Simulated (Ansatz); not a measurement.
For Ga (within 0.1 Å of Cmcm, No. 63, 2 atoms in the cell; start mp-10021; another form than the element's usual one), LDA (PAW; Ansatz, a program for electronic structure) gives:

| Property | Result |
|---|---|
| bulk modulus | 65.7 GPa |
| cohesive energy | 3.42 eV/atom |

**Question.** What does r²SCAN in Ansatz (PAW) give for the same quantities?

**Answer.** 
- bulk modulus: 60.4 GPa (drops by 8.1 %)
- cohesive energy: 2.76 eV/atom (falls by 0.66 eV/atom)

Changes are worked out from the printed values.

Unless a cell is named, each level is at its own relaxed cell (LDA 17.32, r²SCAN 18.14 Å³/atom).

Caveats: the bulk modulus is −V dP/dV from two relaxed cells at ±2 % in volume (LDA, r²SCAN); the relaxation could not lower the start's symmetry, so the cell can be a saddle point above a distorted one (LDA, r²SCAN). Ansatz's density-functional and Hartree–Fock values are scalar-relativistic unless marked +SOC, with PAW data made under PBE.

A start named mp-… is a Materials Project structure, which need not be a measured phase.
